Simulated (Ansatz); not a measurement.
The starting structures come from a database of crystals and need not be the phases stable at ambient conditions.

By PBEsol, the system below comes out a metal.

A figure of merit of an interconnect metal is its ballistic conductance per area.

Here is the system:

```yaml
crystal:
  lattice:
    - [4.04424, 0.00000, 0.00000]
    - [-2.02212, 3.50242, 0.00000]
    - [2.02212, 1.16747, 1.60152]
  atoms:
    - { symbol: Al, position: [0.00000, 0.50000, 0.50000] }
    - { symbol: Ni, position: [0.00000, 0.00000, 0.00000] }
```

The cell is strained (lengths along the current scaled by 0.97, ions clamped); by PBEsol it stands under a pressure of 6.4 GPa.

The current flows along the normal of the first two printed cell vectors, the (111) (indices of the unstrained crystal) plane of the conventional cell. No spin-orbit coupling; the value is a mean over 0.1 eV about the Fermi level.

Q: Compute, with Ansatz (a first-principles code) with PBEsol, the ballistic conductance per area.

A: 1.1 × 10¹⁵ S/m² for both spins.
